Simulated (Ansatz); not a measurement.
# How far a parabola holds: energy against volume of cubic perovskite CsPbF3

Results of LDA (plane waves, PAW; Ansatz, an electronic-structure program) for cubic perovskite CsPbF3. Numerical settings: plane-wave cutoff 520 eV, 8×8×8 k mesh, Fermi–Dirac smearing 0.01 eV, scalar-relativistic PAW data made under PBE. The cell has no free parameter but its volume, all volumes share cutoff and mesh, and the runs aren't spin-polarised. Energies are free energies at the run's smearing, counted from the lowest row; static lattice.

| V (Å³/atom) | E (meV/atom) |
|---|---|
| 20.300 | 6.08 |
| 20.723 | 1.46 |
| 21.146 | 0.00 |
| 21.569 | 1.34 |
| 21.992 | 5.18 |
| 22.415 | ? |

The 5 complete rows are fitted with a parabola, E against V. With u = V - 21.1, the rows have u = -0.8000, -0.3770, 0.0460, 0.4690, 0.8920. Least squares gives E = 0.032 - 1.1781·u + 7.8722·u². Residuals (row less fit): 0.067, -0.135, 0.006, 0.129, -0.065; standard error 0.148 (degrees of freedom: 2). The fitted curve has its minimum at V = 21.2, where E = -0.01. Its curvature is d²E/dV² = 2 × 7.8722 meV/Å⁶, so B = V0·d²E/dV² × 0.1602 = 53.4 GPa.

Task: Predict the withheld E at V = 22.415 from the fit, and compare with the calculation.

Result: u = 1.3150, so E = 0.032 - 1.1781 × 1.3150 + 7.8722 × 1.3150² = 12.096 meV/atom. The calculation gives 11.23 meV/atom, 0.866 meV/atom below the prediction (7.7 % of the range of E in the table). The row lies outside the fitted rows, so this is an extrapolation. From the scatter of the fitted rows alone, a prediction at this place has a standard error of 0.349 meV/atom, so the miss is 2.5 times that.

The residuals are curvature that a parabola lacks, not noise. A solid that stiffens under compression and softens on expansion lies above the parabola at the compressed end and under it at the expanded end, as this row does. A third-order Birch-Murnaghan fit to the whole scan has B0 = 53.1 GPa. Only scans are tabulated whose curvature falls smoothly with volume, and where the parabola meets the shown rows within 5 % of their range and misses the end by 0.1 meV or more.

Note: the relaxation could not lower the start's symmetry, so the cell can be a saddle point above a distorted one.

Spin–orbit coupling is not included; it can shift volumes and moduli of such heavy elements.
